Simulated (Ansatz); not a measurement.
Consider the following.

```
CELL_PARAMETERS angstrom
      3.09117     0.00000     0.00000
      0.00000     3.09117     0.00000
      0.00000     0.00000     3.09117
ATOMIC_POSITIONS crystal
  Zn 0.50000 0.50000 0.50000
  Au 0.00000 0.00000 0.00000
```

No spin polarisation.

All numbers come from Kohn–Sham DFT with the PBE functional, run in Ansatz (a program for electronic structure) with PAW and 420 eV plane waves, spin-orbit coupling left out. k-mesh 18×18×18 (Γ-centred); smearing 0.1 eV (Fermi–Dirac).

### Question
Estimate the pressure.

### Answer
13.7 GPa.

### Question
What is the computed band gap?

### Answer
Zero.

The cells carry an imposed strain or load. Stability against distortions was not tested. The cell was made from ZnAu in the CsCl type structure (space group Pm-3m, No. 221) by this change: isotropic strain −3.00 %.
